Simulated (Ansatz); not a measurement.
The parent structure is GaP in the zinc blende structure (space group F-43m, No. 216).

```
CELL_PARAMETERS angstrom
      0.00000     2.69570     2.69570
      2.69570     0.00000     2.69570
      2.69570     2.69570     0.00000
ATOMIC_POSITIONS crystal
  Ga 0.00000 0.00000 0.00000
  P  0.25000 0.25000 0.25000
```

Cartesian axes are those of the cell as printed.

All numbers come from Kohn–Sham DFT with the LDA functional, run in Ansatz (a first-principles code) with PAW and 420 eV plane waves, no spin-orbit coupling.

Strains are applied to the cell and any free atomic positions relax.

One change was made to it. Results:

| quantity | base | after |
|---|---|---|
| band gap | 1.38 eV | 1.21 eV |
| valence-band top at Γ (three highest levels, from the VBM) | 0.00, 0.00, 0.00 eV | 0.00, -0.09, -0.09 eV |
| energy relative to the base (free energy F) | 0 meV/atom | +2.0 meV/atom |

Problem. Which of these changes matches the shifts?
A. uniaxial strain ε_zz = −1.50 %
B. uniaxial strain ε_zz = −2.00 %
C. uniaxial strain ε_zz = +0.50 %

Solution. A, uniaxial strain ε_zz = −1.50 %. For comparison, the band gap in the other runs: uniaxial strain ε_zz = −2.00 % gives 1.15 eV; uniaxial strain ε_zz = +0.50 % gives 1.37 eV.

Whether these cells are dynamically stable was not tested.
